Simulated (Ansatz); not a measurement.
**Short convergence ladders for ZrSeS (P3m1, 3 atoms in the cell)**

```yaml
crystal:
  lattice:
    - [3.76127, 0.00000, 0.00000]
    - [-1.88064, 3.25736, 0.00000]
    - [0.00000, 0.00000, 6.25352]
  atoms:
    - { symbol: Zr, position: [0.00000, 0.00000, 0.02050] }
    - { symbol: Se, position: [0.66667, 0.33333, 0.75338] }
    - { symbol: S, position: [0.33333, 0.66667, 0.23411] }
```

Base method: LDA (PW92), default PAW files made with PBE (plane waves; Ansatz, a quantum-chemistry and plane-wave program).

Base settings: basis.ecutwfc = 420 eV; kpoints.mp_grid.grid = 8 8 4; hamiltonian.xc = lda; hamiltonian.pseudopotentials = {kind: paw} (the program's default PAW files); scf.occupations.method = fermi_dirac; scf.occupations.width = 0.02 eV.

The count of work is k-points × plane waves × bands × iterations; it is no time. Core times come from one kind of shared machine, to one figure; runs under 30 s give none.

**The cutoff for other potential files**

Level: DFT, LDA (PW92), plane waves, harder PAW files (source: ansatz) made with PBE.

In this ladder: hamiltonian.pseudopotentials = {kind: paw, source: ansatz}.

The second cell is the first with its lattice scaled by 0.98.

The mesh stays at the base's, so the ladder's end is converged at best in this setting alone.

The first pressure column holds Ansatz's estimate of the finite-basis (Pulay) stress, which hides part of the cutoff error; the other is without it.

Only quantities that move along the ladder and can be compared are tabulated.

```csv
basis.ecutwfc,free energy less the last step's (meV/atom),energy of the compressed cell less the first (meV/atom),pressure (GPa),pressure without the Pulay estimate (GPa),largest difference of a force vector from the last step's (eV/Å),count of work / last
260 eV,4160.11,-40.51,-5.75,-113.62,0.185,0.092
320 eV,933.68,-27.48,-5.11,-38.32,0.047,0.15
405 eV,72.23,-24.85,-5.00,-9.18,0.005,0.20
495 eV,2.96,-25.20,-4.98,-5.16,0.000,0.28
580 eV,1.20,-25.17,-4.98,-4.99,0.000,0.36
695 eV,0.65,-25.18,-4.98,-5.00,0.000,0.46
870 eV,0.18,-25.18,-4.98,-4.99,0.000,0.65
1160 eV,0.00,-25.18,-4.98,-4.98,0.000,1.0
```

Coarsest basis.ecutwfc that holds the pressure within 0.1 GPa of the last step, with all finer ones: 405 eV, at 0.20 of the last step's count of work; the step before is off by 0.12 GPa.

Coarsest basis.ecutwfc that holds the free energy within 5 meV/atom of the last step, with all finer ones: 495 eV, at 0.28 of the last step's count of work; the step before is off by 72 meV/atom.

Coarsest basis.ecutwfc that holds the forces within 0.01 eV/Å of the last step, with all finer ones: 405 eV, at 0.20 of the last step's count of work; the step before is off by 0.047 eV/Å.

The energy difference between the two cells stays within 1 meV/atom of the last step's from 405 eV on, the total only from 695 eV on: much of the error is common to both cells and cancels.

At the lowest cutoff the pressure without the Pulay estimate lies 109 GPa under the last step's, the usual sign of Pulay stress in an incomplete plane-wave basis.

**The density cutoff**

The mesh stays at the base's, so the ladder's end is converged at best in this setting alone.

Only quantities that move along the ladder and can be compared are tabulated.

| basis.ecutrho_ratio | free energy less the last step's (meV/atom) |
|---|---|
| 2 | -1.37 |
| 3 | -0.01 |
| 4 | 0.00 |
| 5 | 0.00 |
| 6 | 0.00 |
| 8 | 0.00 |
| 10 | 0.00 |
| 12 | 0.00 |
| 16 | 0.00 |

Coarsest basis.ecutrho_ratio that holds the free energy within 0.5 meV/atom of the last step, with all finer ones: 3; the step before is off by 1.4 meV/atom.

**The relaxed cell against the cutoff**

On ZrSeS (P3m1, 3 atoms in the cell): atoms on their sites.

In this ladder: relax = cell and atoms.

The mesh stays at the base's, so the ladder's end is converged at best in this setting alone.

Only quantities that move along the ladder and can be compared are tabulated.

```csv
basis.ecutwfc,relaxed volume (Å³/atom),relaxation steps,core time / last (rough)
210 eV,22.428,56,2
250 eV,22.469,29,1
295 eV,22.355,16,0.8
355 eV,22.342,9,0.5
420 eV,22.323,6,0.5
505 eV,22.319,6,0.5
630 eV,22.317,6,0.9
840 eV,22.317,6,1
```

Coarsest basis.ecutwfc that holds the relaxed volume within 0.022 Å³/atom of the last step, with all finer ones: 420 eV; the step before is off by 0.025 Å³/atom.

At the lowest cutoff the cell relaxes to a volume 0.5 % larger than at the highest. Ansatz relaxes on a stress corrected for the finite basis.

On the base run: the starting cell comes from a database of computed structures (which also holds hypothetical and non-ambient phases and stackings), without a prior relaxation at this level. Its lattice was rescaled by up to half a per cent. One atom was moved a little off its site on purpose.

Keys are those of Ansatz 0.2.
